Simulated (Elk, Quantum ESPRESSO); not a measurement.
# Equation of state of hcp Y (space group 194): energy against volume (Elk, PBE)

```
Y
1.0
    3.58510     0.00000     0.00000
   -1.79255     3.10479     0.00000
    0.00000     0.00000     5.62812
Y
2
Direct
  0.66667   0.33333   0.75000
  0.33333   0.66667   0.25000
```

Method of the run: PBE, all-electron FP-LAPW, Elk's shipped species files, default APW+lo basis (Elk). Settings: xctype = 20; rgkmax = 7.98; swidth = 0.00183747 Ha; ngridk = 18 18 10; maxscl = 100; sphere radii = {Y: 2.6} bohr. The cell above is the first row's. The rows scale it uniformly. In all rows fractional positions and the k mesh are held. E is the free energy at the stated smearing, counted from the lowest row.

```
V (Å^3/atom)  E (meV/atom)
------------  ------------
31.323               12.84
32.004                4.61
32.685                0.40
33.366                0.00
34.047                2.93
34.728                9.11
35.409               18.16
36.090               29.91
36.771                   ?
```

Problem. Fit E against V with the third-order Birch-Murnaghan form, a cubic in V^(-2/3), and predict the withheld value at V = 36.771.

Solution. With u = V^(-2/3) - 0.0959, the rows have u = 0.0047370, 0.0033043, 0.0019215, 0.0005859, -0.0007050, -0.0019536, -0.0031620, -0.0043323. Least squares gives E = 0.902 - 2188.1·u + 1018212·u² - 5127114·u³. Residuals (row less fit): 0.000, 0.006, -0.021, 0.032, -0.022, 0.009, -0.003, 0.001; standard error 0.023 (degrees of freedom: 4). Its minimum lies at u = 0.0010833, so V0 = (0.0969833)^(-3/2) = 33.11. There d²E/du² = 2003000 and d³E/du³ = -3.076e7, so B0 = (4/9) × 33.11^(-7/3) × 2003000 × 0.160218 = 40.5 GPa (the last factor turns the table's units into GPa), and B0' = 4 + (2/3) × 0.0969833 × (-3.076e7)/2003000 = 3.0. At the withheld row, u = -0.0054664, so E = 0.902 - 2188.1 × (-0.0054664) + 1018212 × (-0.0054664)² - 5127114 × (-0.0054664)³ = 44.126 meV/atom. The calculation gives 44.09 meV/atom, 0.036 meV/atom below the prediction (0.1 % of the range of E in the table). The row lies outside the fitted rows, so this is an extrapolation. From the scatter of the fitted rows alone, a prediction at this place has a standard error of 0.055 meV/atom, so the miss is 0.7 times that.

Carrying the step between the two nearest rows on in a straight line would have given 41.66, off by 2.43; series whose last step already gives the withheld value aren't shown. The scan was laid around a cell of about the measured size, scaled by a guess for this functional; axis ratios and inner coordinates come from that cell. The runs keep the symmetry of the cell, so they don't test it for distortions. A plane-wave scan with the same functional (Quantum ESPRESSO, GBRV) gives V0 = 32.88 Å^3/atom and B0 = 40.7 GPa; a Birch-Murnaghan fit to all rows here lies 0.7 % from it in V0 and 0 % in B0; the two differ in basis, and may differ in potentials and mesh. Values depend on the basis (sphere radii, cutoffs, local orbitals), which need not be converged. The shape of the cell and the inner coordinates aren't relaxed, so V0 and B0 belong to this uniform scaling; a relaxed crystal lies no higher in energy and is usually softer. Sphere radii are the same in all rows. Cutoffs and mesh are single choices, not tested for convergence of this quantity. Series with a scatter that would blur these digits, or in which a gap closes, are not shown. Nor are scans whose minimum lies at an end fitted in this form.
